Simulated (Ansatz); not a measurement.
CdTe, response to strain

The reference is CdTe in the zinc blende structure (space group F-43m, No. 216; a = 6.558 Å).

Strains are applied to the cell and any free atomic positions relax.

Calculations: r2SCAN/PAW in Ansatz (an electronic-structure program), spin-orbit coupling left out.

```
isotropic strain (%)  band gap (eV)
--------------------  -------------
-1.5                           1.31
-0.84                             ?
0                              1.17
1.87                           0.99
```

Problem. Fit E_g = E₀ + Dε (ε in %) to the rows shown and predict the withheld row.

Solution. Least squares on the printed values gives E₀ = 1.17 eV, D = -95.0 meV per % of strain (largest residual 0.00 eV); this predicts 1.25 eV, and the run gives 1.25 eV, in agreement.

With Te present, leaving out spin-orbit coupling can change the band edges. Gaps are Kohn–Sham eigenvalue differences; semilocal functionals usually give less than the measured gap. Stability against distortions was not tested.
